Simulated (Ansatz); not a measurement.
WSe2: shear stress against shear

WSe2 (2H layered, P6_3/mmc, 18.695 Å³/atom and stress up to 0.01 GPa in the relaxed cell, c along z) under an engineering shear γ in the xz plane. PBEsol-D3(BJ) in Ansatz, a plane-wave DFT program (PAW, default set), 420 eV, 12×12×3 Γ-centred mesh, Fermi-Dirac smearing 0.05 eV; ions are relaxed, or left where forces stay under 0.02 eV/Å, within the symmetry of each cell. Against the start cell, which lies near the measured one, the relaxed cell differs by -7.1 % in volume and -4.2 % in c; the values below rest on it. Stress is positive for a compressed cell.

Here s stands for strain and y for shear stress.

```
strain (%)  shear stress (GPa)
----------  ------------------
0.00                      0.00
0.66                     -0.25
1.34                     -0.50
2.00                     -0.75
4.00                         ?
```

The 4 complete rows are fitted with a straight line, y against s. Means: s 1.0000, y -0.375. About the means, the sum of products is -0.83500 and the sum of squares of s is 2.2312; the slope is their ratio. Least squares gives y = -0.001 - 0.3742·s. Residuals (row less fit): 0.001, -0.002, 0.002, -0.001; standard error 0.002 (degrees of freedom: 2). The slope gives the elastic constant C44 = 37.4 ± 0.2 GPa (± standard error of the fit, which holds the terms cut off).

**Question.** Estimate the missing y (s = 4.00); what did the run itself give?

**Answer.** y = -0.001 - 0.3742 × 4.00 = -1.498 GPa. The calculation gives -1.40 GPa, 0.098 GPa above the prediction (7.0 % of the range of y in the table). The row lies outside the fitted rows, so this is an extrapolation. The scatter of the fitted rows lies at the last printed digit.

A polynomial of degree 3 through the 6 other runs of the series gives -1.40 there, so most of the miss is curvature that the fit leaves out. Spin-orbit coupling is left out, which can shift these values for the heavy elements here. Rows are the converged runs of the series near zero and its far end, less any whose ions stayed unrelaxed beside relaxed ones; series whose fitted rows scatter by over a few per cent of the range, as at a crossing or softening among them, aren't shown in this form. Most that stay on the fit to the last digits aren't either.
